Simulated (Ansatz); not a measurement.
Step by step: formation energy of TiSi2 (Cmcm) from the elements

Consider the formation energy of TiSi2 (Cmcm) from the elements. Reaction: Ti (hcp) + 2 Si (diamond) → TiSi2 (Cmcm). A negative value means that the right-hand side lies lower. The value is per atom of the solid.

TiSi2 (Cmcm), 6 atoms in the cell; spin state with PBE: run without spin. Conventional cell: a = 3.547 Å, b = 13.561 Å, c = 3.579 Å, α = 90.00°, β = 90.00°, γ = 90.00°.

Setting: static, neutral cells in Ansatz (PAW) whose structures rest at the PBE level. Ansatz (a first-principles code) runs with its PAW set soft_1. Other levels take these structures. The lattices are those relaxed with PBE, so at other levels the solids can be strained, which adds to the spread. A dispersion term (D3(BJ), or D4 for r2SCAN) was computed beside these levels and is taken off wherever the name lacks it.

Total energies of the cells in eV, at zero smearing width. They compare only within one column; the weights balance every element.

```csv
cell,atoms,weight,r2SCAN,LDA
TiSi2 (Cmcm),6,+1,-7568.30658,-7339.19318
Ti (hcp),2,−1,-5008.74349,-4900.53947
Si (diamond),2,−2,-1278.12992,-1217.28378
```

r2SCAN: (-7568.30658) − (-5008.74349) − 2 × (-1278.12992) = -3.303 eV; dividing by 6 atoms gives -0.55 eV/atom.

LDA: (-7339.19318) − (-4900.53947) − 2 × (-1217.28378) = -4.086 eV; dividing by 6 atoms gives -0.68 eV/atom.

What follows from the r2SCAN value: A formula unit of TiSi2 has 3 atoms, so it forms with -0.5505 × 3 = -1.651 eV, or -159.3 kJ/mol at 96.485 kJ/mol per eV.
